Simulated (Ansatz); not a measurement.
Habitual settings against a tight run: Ca (Fm-3m, 1 atom in the cell)

Self-consistent single point.

```
CELL_PARAMETERS angstrom
      0.00000     2.82076     2.82076
      2.82076     0.00000     2.82076
      2.82076     2.82076     0.00000
ATOMIC_POSITIONS crystal
  Ca 0.00000 0.00000 0.00000
```

Computed with PBE, PAW files (plane waves; Ansatz, a program for electronic structure).

Base settings: basis.ecutwfc = 420 eV; kpoints.mp_grid.grid = 10 10 10; hamiltonian.xc = pbe; hamiltonian.pseudopotentials = {kind: paw} (the program's default PAW files); scf.occupations.method = cold; scf.occupations.width = 0.1 eV.

Tight run (finer mesh or higher cutoff; not a proven limit): basis.ecutwfc: 420 eV → 590 eV; kpoints.mp_grid.grid: 10 10 10 → 14 14 14; scf.convergence.dr2_threshold: default (1e-07 eV) → 1e-09 eV. It gave Fermi level (on the code's own zero) 4.53 eV; pressure -0.96 GPa.

Quick runs, as changes from the base:
- A: the base itself
- B: basis.ecutwfc: 420 eV → 335 eV; kpoints.mp_grid.grid: 10 10 10 → 6 6 6; scf.convergence.dr2_threshold: default (1e-07 eV) → 0.001 eV
- C: basis.ecutwfc: 420 eV → 250 eV; kpoints.mp_grid.grid: 10 10 10 → 6 6 6; scf.occupations.width: 0.1 eV → 0.272 eV
- D: kpoints.mp_grid.grid: 10 10 10 → 4 4 4; scf.occupations.method: cold → gaussian; scf.occupations.width: 0.1 eV → 0.2 eV
- E: basis.ecutwfc: 420 eV → 210 eV; kpoints.mp_grid.grid: 10 10 10 → 8 8 8

Energies are extrapolated to zero smearing width, which holds to low order in the width alone.

The count of work is k-points × plane waves × bands × iterations; it is no time. 

Pressures in the table are Ansatz's without its Pulay estimate, at a fixed set of plane waves; the tight run's value above holds the estimate.

The starting cell comes from a database of computed structures (which also holds hypothetical and non-ambient phases and stackings), without a prior relaxation at this level. Its lattice was rescaled by a random factor within 2.5 % of one.

```tsv
run	energy less tight (meV/atom)	pressure less tight (GPa)	count of work / tight
A	-1.6	-0.03	0.24
B	31.0	-0.13	0.037
C	107.6	-2.43	0.037
D	-67.3	0.07	0.034
E	524.2	-10.76	0.054
```

Among the runs at the tight run's level, the energy misses run from 1.6 to 524.2 meV/atom.

Left out of this page: 1 run of the series unsound by tests on forces, stress, charge or solver warnings.

Keys are those of Ansatz 0.2.
